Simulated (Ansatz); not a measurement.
# Quick settings and what they miss: the (111) slab of PIr2 (cut from a parent of space group no. 225; 24 atoms in the cell)

Self-consistent single point.

```xyz
24
Lattice="7.9381 0.0000 0.0000 3.9690 6.8746 0.0000 0.0000 0.0000 15.6151" Properties=species:S:1:pos:R:3 pbc="T T T"
P      6.9670     4.0224     7.4064
P      1.0134     0.5851     7.4064
P      4.9824     0.5851     7.4064
P      2.9979     4.0224     7.4064
P      2.9979     1.7308    10.6151
P      8.9515     5.1681    10.6151
P      4.9824     5.1681    10.6151
P      6.9669     1.7308    10.6151
Ir     4.9824     2.8766     6.6043
Ir     2.9979     4.0224     5.0000
Ir    10.9360     6.3139     6.6043
Ir     4.9824     0.5851     5.0000
Ir     6.9670     6.3139     6.6043
Ir     1.0134     0.5851     5.0000
Ir     8.9515     2.8766     6.6043
Ir     6.9670     4.0224     5.0000
Ir     1.0134     0.5851     9.8129
Ir     6.9669     1.7308     8.2086
Ir     6.9670     4.0224     9.8129
Ir     4.9824     5.1681     8.2086
Ir     2.9979     4.0224     9.8129
Ir     8.9515     5.1681     8.2086
Ir     4.9824     0.5851     9.8129
Ir     2.9979     1.7308     8.2086
```

Method of the run: LDA (PW92), PAW files made with PBE (plane waves; Ansatz, an electronic-structure program).

Base settings: basis.ecutwfc = 420 eV; kpoints.mp_grid.grid = 3 3 1; hamiltonian.xc = lda; hamiltonian.pseudopotentials = {kind: paw} (the program's default PAW files); scf.occupations.method = cold; scf.occupations.width = 0.1 eV; efield.axis = 3; efield.dipole_correction = true.

Tight run (finer mesh or higher cutoff; not a proven limit): basis.ecutwfc: 420 eV → 590 eV; kpoints.mp_grid.grid: 3 3 1 → 5 5 1; scf.convergence.dr2_threshold: default (1e-07 eV) → 1e-09 eV. It gave Fermi level (on the code's own zero) 5.05 eV; largest force (vector length) 3.728 eV/Å.

Quick runs, as changes from the base:
- A: the base itself
- B: kpoints.mp_grid.grid: 3 3 1 → 4 4 1; scf.convergence.dr2_threshold: default (1e-07 eV) → 0.001 eV
- C: basis.ecutwfc: 420 eV → 250 eV; scf.occupations.method: cold → gaussian; scf.occupations.width: 0.1 eV → 0.136 eV
- D: basis.ecutwfc: 420 eV → 250 eV; kpoints.mp_grid.grid: 3 3 1 → 1 1 1
- E: basis.ecutwfc: 420 eV → 210 eV; kpoints.mp_grid.grid: 3 3 1 → 2 2 1; scf.occupations.method: cold → gaussian; scf.occupations.width: 0.1 eV → 0.272 eV; scf.convergence.dr2_threshold: default (1e-07 eV) → 0.0001 eV

Energies are extrapolated to zero smearing width, which holds to low order in the width alone.

Dashes: time of C, D, E, under 30 s.

The count of work is k-points × plane waves × bands × iterations; it is no time. Core times come from one kind of shared machine and are given to one figure; runs under 30 s give none.

The starting cell comes from a database of computed structures (which also holds hypothetical and non-ambient phases and stackings), without a prior relaxation at this level. The slab is cut from that crystal, and its faces are unrelaxed. Its lattice was rescaled in the plane by a random factor within 2.5 % of one. Spin polarisation is off. In the base run, forces exceed 1 eV/Å.

```tsv
run	energy less tight (meV/atom)	largest miss in a force vector (eV/Å)	count of work / tight	core time / tight (rough)
A	13.4	0.145	0.36	0.3
B	1.8	0.205	0.27	0.3
C	671.6	0.205	0.13	–
D	700.3	1.505	0.067	–
E	3403.1	0.742	0.055	–
```

Among the runs at the tight run's level, the energy misses run from 1.8 to 3403.1 meV/atom.

Left out of this page: 1 run of the series outside the window shown, repeating another row's setting, or not comparable.

Keys are those of Ansatz 0.2.
